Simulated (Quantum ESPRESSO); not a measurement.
Quantum ESPRESSO 7.5, DFT, PBE, plane waves, PseudoDojo 0.5 standard norm-conserving PBE (local tails restored to the Coulomb form): α-quartz SiO2 (Si3O6), 9 atoms. Basis and mesh were picked for this test and aren't claimed converged.

```json
{
 "cell": "4.92, 4.92, 5.41 Å; 90, 90, 120°",
 "task": "scf",
 "k mesh": "4×4×3",
 "ecutwfc": "84 Ry",
 "ecutrho": "336 Ry",
 "occupations": "fixed",
 "conv_thr": "9e-09 Ry",
 "tprnfor": "true",
 "tstress": "false",
 "diagonalization": "david (default)",
 "mixing_mode": "plain (default)",
 "mixing_beta": "0.7 (default)",
 "mixing_ndim": "8 (default)",
 "k-points computed": "9",
 "bands": "24",
 "electrons": "48",
 "G-vectors of the density": "79391",
 "FFT grid": "60×60×60",
 "symmetry_operations": "6"
}
```

Machine: one whole node, AMD EPYC (Zen 5), 96 cores on 1 socket, no SMT, 12 L3 cache groups; 94 cores' worth of CPU time may be used.

Each time is the median wall time of two to five repeats, run one at a time on the otherwise empty machine; start-up is included. Unless noted, each process is bound to its own block of adjacent cores. The times hold for this build (conda-forge: Open MPI 5.0, OpenMP, OpenBLAS 0.3.34 (pthreads), FFTW, ScaLAPACK, ELPA). Scratch files lie in a memory file system.

All on 16 ranks. The candidates, on 16 cores each, agree within 1.0 meV/atom in energy, 10 meV/Å in forces (largest component):
A. -nk 4
B. -nk left out (the program takes 1)
C. -nk 8
D. -nk 1
E. -nk 16
F. -nk 2

Problem. Which would you take for the shortest time to solution?

Solution. F and D and B, at 2.6 s to 2.7 s, level within 8 % or the scatter of repeats. At the other end E takes 1.8× as long.

| candidate | wall time | repeats | SCF iterations |
|---|---|---|---|
| F | 2.6 s | 3 runs within 1 % | 11 |
| D | 2.7 s | 3 runs within 1 % | 13 |
| B | 2.7 s | 3 runs within 1 % | 13 |
| A | 2.9 s | 3 runs within 1 % | 11 |
| C | 3.7 s | 3 runs within 1 % | 11 |
| E | 4.7 s | 3 runs within 1 % | 11 |
